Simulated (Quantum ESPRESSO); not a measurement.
Input and output of a self-consistent single point for LaSi₂Ag₂ (I4mm, 5 atoms in the cell) (Quantum ESPRESSO).

Computed with LDA (PZ), GBRV 1.5 ultrasoft (LDA) pseudopotentials (plane waves; Quantum ESPRESSO).

```xyz
5
Lattice="2.1632 -2.1632 5.3560 2.1632 2.1632 5.3560 -2.1632 -2.1632 5.3560" Properties=species:S:1:pos:R:3 pbc="T T T"
La     0.0000     0.0000     0.0500
Si     0.0000     0.0000     6.5302
Si     0.0000     0.0000     4.1819
Ag     0.0000     2.1632     2.6780
Ag    -2.1632     0.0000     2.6780
```

Reference input (self-consistent single point, DFT, LDA (PZ), plane waves, GBRV 1.5 ultrasoft (LDA) pseudopotentials): ecutwfc = 40 Ry; ecutrho = 320 Ry; occupations = smearing; smearing = fermi-dirac; degauss = 0.0073499 Ry; potentials = {La: la_lda_v1.uspp.F.UPF, Si: si_lda_v1.uspp.F.UPF, Ag: ag_lda_v1.4.uspp.F.UPF}; K_POINTS = automatic 5 5 5 0 0 0; conv_thr = 1e-09 Ry; mixing_beta = 0.3. This run's input differs from it in these lines:

```diff
@@ -35,3 +35,3 @@
 K_POINTS {automatic}
-5 5 5  0 0 0
+8 8 8  1 1 1
```

Output, abridged:

```
     Self-consistent Calculation

     iteration #  1     ecut=    40.00 Ry     beta= 0.30

     negative rho (up, down):  3.993E-02 0.000E+00

     total energy              =    -710.08805478 Ry
     estimated scf accuracy    <       8.42687862 Ry

     iteration #  2     ecut=    40.00 Ry     beta= 0.30

     negative rho (up, down):  4.613E-02 0.000E+00

     total energy              =    -712.95977759 Ry
     estimated scf accuracy    <       2.55788641 Ry

     iteration #  3     ecut=    40.00 Ry     beta= 0.30

     negative rho (up, down):  5.477E-02 0.000E+00

     total energy              =    -713.00282643 Ry
     estimated scf accuracy    <       0.37470750 Ry

   [... 8 blocks of this kind left out ...]

     iteration # 12     ecut=    40.00 Ry     beta= 0.30

     negative rho (up, down):  6.326E-02 0.000E+00

     total energy              =    -713.07566232 Ry
     estimated scf accuracy    <       0.00000002 Ry

     iteration # 13     ecut=    40.00 Ry     beta= 0.30

     negative rho (up, down):  6.326E-02 0.000E+00
     End of self-consistent calculation

     the Fermi energy is    12.8196 ev

!    total energy              =    -713.07566233 Ry
     estimated scf accuracy    <          1.3E-10 Ry
     smearing contrib. (-TS)   =      -0.00345465 Ry
     internal energy E=F+TS    =    -713.07220768 Ry

     convergence has been achieved in  13 iterations

     negative rho (up, down):  6.326E-02 0.000E+00

     Forces acting on atoms (cartesian axes, Ry/au):

     atom    1 type  1   force =     0.00000000   -0.00000000   -0.00821166
     atom    2 type  2   force =     0.00000000    0.00000000    0.01387874
     atom    3 type  2   force =     0.00000000    0.00000000   -0.01230057
     atom    4 type  3   force =     0.00000000    0.00000000    0.00331675
     atom    5 type  3   force =    -0.00000000    0.00000000    0.00331675

     Total force =     0.020817     Total SCF correction =     0.000011

     negative rho (up, down):  6.326E-02 0.000E+00
          total   stress  (Ry/bohr**3)                   (kbar)     P=      -76.75
  -0.00052098  -0.00000000  -0.00000000          -76.64       -0.00       -0.00
  -0.00000000  -0.00052098   0.00000000           -0.00      -76.64        0.00
  -0.00000000   0.00000000  -0.00052326           -0.00        0.00      -76.97

   JOB DONE.
```

The run converged in 13 iterations. Against the reference run the free energy is nearly the same (within 1 meV/atom), the pressure hardly changes (-7.65 to -7.68 GPa) and the largest force goes from 0.405 to 0.357 eV/Å. The full log also holds: “c_bands:  2 eigenvalues not converged”.

The starting cell comes from a database of computed structures (which also holds hypothetical and non-ambient phases and stackings), without a prior relaxation at this level. Its lattice was rescaled by up to half a per cent. One atom was moved a little off its site on purpose.

Cost on one core of a shared machine: roughly 5 min.
